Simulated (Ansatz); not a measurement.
Hf2CuN3 (model structure, started from the LiSi2N3 type, Cmc2₁, No. 36, 12 atoms in the cell) was calculated with PBEsol (Ansatz, a quantum-chemistry and plane-wave program, plane waves, PAW).

Numerical settings: plane-wave cutoff 520 eV, 8×8×6 k mesh (along the axes of the cell as run), Fermi–Dirac smearing 0.01 eV, no spin polarisation, scalar-relativistic PAW data made under PBE.

Cell (relaxed with PBEsol):

CuHf₂N₃ has the orthorhombic space group Cmc2₁ (No. 36), Pearson symbol oS24. Cell: a = 10.369 Å, b = 5.736 Å, c = 5.428 Å, α = β = γ = 90.00°. Cu on 4a sees 4 N at 2.017–2.125 Å (tetrahedral). Hf on 8b is surrounded by 4 N at 2.005–2.074 Å (tetrahedral). N1 on 8b sees 3 Hf at 2.060–2.074 Å and 1 Cu at 2.125 Å (tetrahedral). N2 on 4a is coordinated by 2 Hf at 2.005 Å and 2 Cu at 2.017–2.111 Å (tetrahedral). (Neighbours: up to the widest gap in distance over summed covalent radii, below 1.35, at either atom; cation-cation and far metal-metal contacts left out.)
(The calculation used a cell of 12 atoms; values per cell refer to that cell.)

### Question
What does this level give for the band gap, smallest direct gap on the k points sampled and Γ–Γ gap?

### Answer

- band gap = 1.24 eV
- smallest direct gap on the k points sampled = 1.49 eV
- Γ–Γ gap = 1.82 eV

Note: the relaxation could raise the start's symmetry but not lower it, so the cell can be a saddle point.

Spin–orbit coupling is not included.

The result took around 7 core-minutes (rough).

A model structure was made by putting elements into a prototype or built by hand; it is no filed structure, need not be a known phase, and can be a saddle point held by its symmetry.
